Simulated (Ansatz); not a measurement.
The reference is MgS in the rock salt structure (space group Fm-3m, No. 225; a = 5.182 Å).

Modification: every lattice vector is stretched by 1.06 %, atoms relaxed at fixed cell.

Levels (all Ansatz, a quantum-chemistry and plane-wave program, PAW): PBEsol (420 eV, no SOC); r2SCAN (500 eV, scalar-relativistic without spin-orbit coupling); HSE06 (420 eV, no spin-orbit coupling).

One geometry, relaxed with PBEsol, under each level:

Notes on the quantities. hole mass: degenerate bands, along [100].

| level | band gap | lowest conduction level above the VBM at special points | electron mass | hole mass | pressure |
|---|---|---|---|---|---|
| PBEsol | 2.66 eV | X 2.66 eV; Γ 3.45 eV; K 3.79 eV; U 3.79 eV | 0.52 mₑ along k, 0.29 mₑ across (at X) | 0.24, 0.95, 0.95 mₑ (at Γ) | -2.32 GPa |
| r2SCAN | 3.42 eV | X 3.42 eV; Γ 4.48 eV; K 4.53 eV; U 4.53 eV | 0.52 mₑ along k, 0.30 mₑ across (at X) | 0.28, 0.95, 0.95 mₑ (at Γ) | -1.49 GPa |
| HSE06 | 3.76 eV | X 3.76 eV; Γ 4.66 eV; K 4.92 eV | – | – | – |

Single points use the geometry relaxed with PBEsol. Their cutoffs differ, which shifts pressures a little. The hybrid gap comes from the SCF mesh plus the semilocal run's edge points and a few special points and is an upper bound. The cells carry an imposed strain or load. Masses are band curvatures over ±0.01 Å⁻¹ around the edge. Along k means along the line from Γ to the band edge. Whether these cells are dynamically stable was not tested.
